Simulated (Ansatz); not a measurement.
# WS2, response to strain

Consider WS2 (space group P6_3/mmc, No. 194; a = 3.115 Å, c = 11.772 Å; layered, stacked along the Cartesian z axis).

Strains are applied to the cell and any free atomic positions relax.

Calculations: plane-wave PAW DFT at the PBEsol-D3(BJ) level (Ansatz, a first-principles code, 420 eV), without spin-orbit coupling.

Notes on the quantities. energy relative to the base: free energy F.

```tsv
isotropic strain (%)	energy relative to the base (meV/atom)
-3	43.1
-2.4	26.9
-1.8	?
-1.2	6.4
-0.6	1.6
0	0.0
```

Question: Fit ΔE = Aε² + Bε³ (ε in %) to the rows shown and predict the withheld row.

Answer: Least squares on the printed values gives A = 4.21 and B = -0.19 meV/atom (largest residual 0.0 meV/atom); this predicts 14.8 meV/atom, and the run gives 14.8 meV/atom, in agreement.

Stability against distortions was not tested.
